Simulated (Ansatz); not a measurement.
The parent structure is MgO in the rock salt structure (space group Fm-3m, No. 225; a = 4.214 Å). Axes: x, y, z lie along the cube axes.

All numbers come from PBEsol in Ansatz (plane waves to 420 eV, PAW, no spin-orbit coupling).

For the base:

```
Quantity                            Result
---------------------  -------------------
Pressure                          0.01 GPa
Valence-band top at Γ  0.00, 0.00, 0.00 eV
```

One thing is altered: compressive biaxial strain of 0.42 % in the plane normal to [111], as in epitaxy on a mismatched substrate; the out-of-plane cell vector and the atoms relax.

### Question
Estimate the effect on the out-of-plane strain, pressure, energy relative to the base and valence-band top at Γ.

### Answer
The out-of-plane strain amounts to +0.15 %; the pressure (mean of the normal stresses, compression positive) increases by 1.10 GPa, from 0.01 GPa to 1.11 GPa; the energy goes up by 0.4 meV/atom; the valence-band top at Γ (three highest levels, from the VBM) changes from 0.00, 0.00, 0.00 eV to 0.00, 0.00, -0.04 eV.

The levels and masses belong to the bands next to the band gap. Whether these cells are dynamically stable was not tested.

Ansatz is an electronic-structure program.
